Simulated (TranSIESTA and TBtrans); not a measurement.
## Al chain with one O atom inserted

Junction: Al chain with one O atom inserted. Leads: straight Al chain, spacing 2.328 Å. Geometry: 3 atoms about the centre moved by SIESTA (PBE, DZP) to a largest force of 0.02 eV/Å, all others as built, motion along the axis alone.

Computed with TranSIESTA and TBtrans, PBE, DZP numerical orbitals (energy shift 0.15 eV), PseudoDojo norm-conserving scalar-relativistic potentials, mesh cutoff 200 Ry, 300 K, spin-polarised (collinear), no spin-orbit coupling; self-consistent non-equilibrium Green functions.

- Conductance at 300 K (G0 = 2e²/h) = 0.46
- Mean T from −0.5 to 0.5 eV = 0.32

Energies count from the leads' Fermi level. Transmissions are for each spin. The energy step is 0.01 eV; narrower resonances are cut or missed.

```csv
E (eV),T up,T down,lead channels up,down
-2.00,0.052,0.052,1,1
-1.90,0.046,0.046,1,1
-1.80,0.040,0.041,1,1
-1.70,0.035,0.035,1,1
-1.60,0.029,0.029,1,1
-1.50,0.023,0.023,1,1
-1.40,0.017,0.017,1,1
-1.30,0.010,0.010,1,1
-1.20,0.0035,0.0035,1,1
-1.10,0,0,0,0
-1.00,0,0,0,0
-0.90,0,0,0,0
-0.80,0,0,0,0
-0.70,0,0,0,0
-0.60,0,0,0,0
-0.50,0,0,0,0
-0.40,0.033,0.031,band edge,band edge
-0.30,0.28,0.28,2,2
-0.20,0.35,0.35,2,2
-0.10,0.43,0.44,2,2
0.00,0.47,0.48,2,2
0.10,0.44,0.45,2,2
0.20,0.39,0.40,2,2
0.30,0.33,0.34,2,2
0.40,0.29,0.29,2,2
0.50,0.26,0.26,2,2
0.60,0.24,0.24,2,2
0.70,0.23,0.23,2,2
0.80,0.22,0.22,2,2
0.90,0.22,0.22,2,2
1.00,0.23,0.23,2,2
1.10,0.23,0.23,2,2
1.20,0.24,0.24,2,2
1.30,0.24,0.25,2,2
1.40,0.25,0.25,2,2
1.50,0.34,0.34,3,3
1.60,0.39,0.39,3,3
1.70,0.41,0.42,3,3
1.80,0.43,0.43,3,3
1.90,0.43,0.43,3,3
2.00,0.43,0.43,3,3
```

Moments were seeded on the central atoms alone, and one start was tried. The straight chain is held at its spacing; free chains may zigzag or dimerise.
